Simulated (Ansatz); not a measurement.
Base system: PbZrO3 in the cubic perovskite structure (space group Pm-3m, No. 221; a = 4.141 Å; a cell from a computed database, its experimental status unchecked). Axes: x, y, z lie along the cube axes.

Now apply this change: compressive biaxial strain of 0.42 % in the plane normal to [001], as in epitaxy on a mismatched substrate; the out-of-plane cell vector and the atoms relax.

Levels (all Ansatz, a program for electronic structure, PAW): PBEsol (420 eV, scalar-relativistic without spin-orbit coupling); r2SCAN (500 eV, scalar-relativistic without spin-orbit coupling).

The geometry is relaxed with PBEsol.

| Item | Value |
|---|---|
| PBEsol band gap | 2.33 eV |
| PBEsol width of the top valence band | 0.74 eV |
| PBEsol pressure | 1.05 GPa |

With r2SCAN at the same geometry, the band gap grows by 0.54 eV to 2.87 eV; the width of the top valence band goes up by 0.03 eV, from 0.74 eV to 0.77 eV; the pressure goes up by 2.390 GPa (1.05 GPa → 3.43 GPa).

Single points use the geometry relaxed with PBEsol. Their cutoffs differ, which shifts pressures a little. Spin-orbit coupling, missing from the scalar runs, can matter with Pb. No phonon test of stability was made. Many cubic perovskites are stable only at high temperature; tilts and polar distortions were not tested.
